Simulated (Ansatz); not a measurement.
The reference is SnO (space group P4/nmm, No. 129; a = 3.767 Å, c = 4.557 Å; layered, stacked along the Cartesian z axis; relaxed with 0.1 eV smearing). Axes: x, y, z lie along a, b, c of the conventional cell.

Structures relaxed with PBEsol-D3(BJ) in Ansatz (plane waves to 420 eV, PAW, no spin-orbit coupling), earlier PAW set.

Base:

Simulated powder pattern, Cu Kα1, λ = 1.54056 Å (kinematic, ideal powder, no thermal factors, no anomalous dispersion; the 10 strongest lines at most, above 2 %, up to 2θ = 90°):

```json
[
 {"2θ (°)": "30.77", "I/Imax (%)": "100", "hkl": "(101)"},
 {"2θ (°)": "33.61", "I/Imax (%)": "29", "hkl": "(110)"},
 {"2θ (°)": "39.52", "I/Imax (%)": "9.4", "hkl": "(002)"},
 {"2θ (°)": "48.27", "I/Imax (%)": "18", "hkl": "(200)"},
 {"2θ (°)": "52.83", "I/Imax (%)": "27", "hkl": "(112)"},
 {"2θ (°)": "58.34", "I/Imax (%)": "31", "hkl": "(211)"},
 {"2θ (°)": "64.09", "I/Imax (%)": "9.3", "hkl": "(202)"},
 {"2θ (°)": "66.29", "I/Imax (%)": "11", "hkl": "(103)"},
 {"2θ (°)": "79.02", "I/Imax (%)": "6.4", "hkl": "(301)"},
 {"2θ (°)": "86.12", "I/Imax (%)": "10", "hkl": "(213)"}
]
```

After one change:

Simulated powder pattern, Cu Kα1, λ = 1.54056 Å (kinematic, ideal powder, no thermal factors, no anomalous dispersion; the 10 strongest lines at most, above 2 %, up to 2θ = 90°):

```json
[
 {"2θ (°)": "30.86", "I/Imax (%)": "100"},
 {"2θ (°)": "33.90", "I/Imax (%)": "29"},
 {"2θ (°)": "39.32", "I/Imax (%)": "9.6"},
 {"2θ (°)": "48.70", "I/Imax (%)": "17"},
 {"2θ (°)": "52.87", "I/Imax (%)": "27"},
 {"2θ (°)": "58.77", "I/Imax (%)": "31"},
 {"2θ (°)": "64.30", "I/Imax (%)": "9.3"},
 {"2θ (°)": "66.07", "I/Imax (%)": "11"},
 {"2θ (°)": "79.72", "I/Imax (%)": "6.3"},
 {"2θ (°)": "86.23", "I/Imax (%)": "10"}
]
```

**Question.** Which of these changes matches the shifts?
A) tensor shear ε_yz = −2.47 %
B) biaxial strain −0.82 %, plane normal [001], relaxed out of plane
C) uniaxial strain ε_xx = +3.17 %
D) biaxial strain −1.52 %, plane normal [001], relaxed out of plane

**Answer.** B, biaxial strain −0.82 %, plane normal [001], relaxed out of plane. Its volume per atom is 15.98 Å³ against 16.17 Å³, and its space group is P4/nmm (No. 129).

Stability against distortions was not tested. The final runs are not spin-polarised.

Ansatz is a first-principles code.
